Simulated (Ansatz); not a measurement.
An Ansatz (a program for electronic structure) run: C with a change (C → P); PBEsol (Ansatz, PAW, scalar-relativistic without spin-orbit coupling), earlier PAW set.

Input:

Ansatz 0.2 input:
```yaml
crystal:
  lattice:
    - [0, 2.6872556679, 2.6872556679]
    - [2.6872556679, 0, 2.6872556679]
    - [2.6872556679, 2.6872556679, 0]
  atoms:
    - { symbol: P, position: [0, 0, 0] }
    - { symbol: P, position: [0.25, 0.25, 0.25] }
basis: { ecutwfc: 420, ecutrho_ratio: 4, xc_grid: 2, fft_grid_basis: typed }
kpoints: { mp_grid: { grid: [15, 15, 15] } }
hamiltonian:
  xc: pbesol
  dispersion: none
  pseudopotentials: { azcp: { folder: ./paw }, kind: paw }
scf: { occupations: { method: fermi_dirac, width: 0.05 }, convergence: { dr2_threshold: 0.0000000002 } }
output: { forces: true, stress: true }
checkpoint: { write: state.ck, write_every: 1000 }
```

Output (explanatory and most iteration lines left out):

```
Pseudopotential: P, paw, valence charge 5
Crystal: 2 atoms, lattice volume = 38.811 Å³
Basis set: ecut = 420 eV, 749 PW (Γ), exchange–correlation on 54×54×54 points (8 copies of the dense FFT grid, shifted against one another)
Bands: 9, of which v1, the nominal top of the filled ones, is band 5 counted from 1 (4 counted from 0)
Symmetry: 48 space group operations
Space group: Fd-3m (ITA 227), of the structure as read, at distance tolerance 3.4e-5 Å
k-points: 120 of 3375
Functional: x = pbesol(κ = 0.804, μ = 0.12345679012345678), c = pbesol(β = 0.046)
SCF iter   1: F=—  HF=-1479.084138 eV  |F-HF|=—  |Δ(HF+E_count)|=         —  Δρ=2.87e-2  dr2=2.16e-1  ethr=3.10e-3  ⟨swp⟩=6.5  Hψ=9920  notcnv=0
SCF iter   2: F=—  HF=-1479.042524 eV  |F-HF|=—  |Δ(HF+E_count)|=   4.16e-2  Δρ=1.73e-2  dr2=8.45e-2  ethr=2.16e-3  ⟨swp⟩=1.0  Hψ=2042  notcnv=0
SCF 1 converged in 7 iterations: F = -1479.014662 eV  dr2 = 5.35e-12
SCF converged after 7 iterations
Free energy (F): -1479.014662 eV
Internal energy: -1479.003408 eV  (E = F + TS)
E sigma→0 (E₀):  -1479.009035 eV
Entropy (-TS):   -0.011254 eV (-5.627 meV/atom)
Fermi energy:    7.550302 eV
--- Forces (eV/Å), atoms counted from 1 ---
  atom   1  P      0.00000000     0.00000000     0.00000000
  atom   2  P     -0.00000000    -0.00000000     0.00000000
--- Stress (GPa, compression-positive) ---
        0.003709       0.000000       0.000000
       -0.000000       0.003709      -0.000000
        0.000000       0.000000       0.003709
  P = ⅓ Tr σ = 0.0037 GPa (0.037 kbar)
```

Whether these cells are dynamically stable was not tested. The cell was made from C by this change: C → P; the result is a hypothetical phase, not in the database extracts checked.
